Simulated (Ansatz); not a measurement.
```xyz
20
Lattice="20.0000 0.0000 0.0000 0.0000 19.5000 0.0000 0.0000 0.0000 5.4340" Properties=species:S:1:pos:R:3 pbc="T T T"
Na    14.3343     9.7500     0.0000
Cl    13.6198    12.3799     0.0000
Na    11.3393    13.8720     0.0000
Cl     8.6174    14.0053     0.0000
Na     6.4936    12.2975     0.0000
Cl     5.5256     9.7500     0.0000
Na     6.4936     7.2025     0.0000
Cl     8.6174     5.4947     0.0000
Na    11.3393     5.6280     0.0000
Cl    13.6198     7.1201     0.0000
Cl    14.4744     9.7500     2.7170
Na    13.5064    12.2975     2.7170
Cl    11.3826    14.0053     2.7170
Na     8.6607    13.8720     2.7170
Cl     6.3802    12.3799     2.7170
Na     5.6657     9.7500     2.7170
Cl     6.3802     7.1201     2.7170
Na     8.6607     5.6280     2.7170
Cl    11.3826     5.4947     2.7170
Na    13.5064     7.2025     2.7170
```

Levels: PBE (plane waves to 420 eV, PAW; Ansatz, a first-principles code); r2SCAN (plane waves to 500 eV, PAW; Ansatz); HSE06 in Ansatz. Unmarked values and the geometry are of the first. Mesh 1×1×6. No spin polarisation. Periodic along z alone, with about 11 Å of vacuum beside it. A hypothetical model. Symmetry and one short period hold its shape; lower forms weren't sought. HSE06 ran on a 1×1×4 mesh and at PBE's edge points. Buckling under compression is shut out by symmetry and the short period.

Task: Give the properties of this body.

Result: 
```
Item                                                                                                   Result
---------------------------------------------------------  --------------------------------------------------
largest distance between nuclei across the axis                                                        8.95 Å
PBE gap                                                    4.93 eV, nearly direct, from k = 0.406 × 2π/c to Γ
electron mass along the axis (PBE)                                                                    0.62 mₑ
hole mass along the axis (PBE)                                                                         1.8 mₑ
valence and conduction edges under the vacuum level (PBE)                                    6.77 and 1.84 eV
r2SCAN gap at this geometry                                                                           5.71 eV
HSE06 gap at this geometry                                                                            6.14 eV
axial stiffness dF/dε                                                                                   62 nN
```
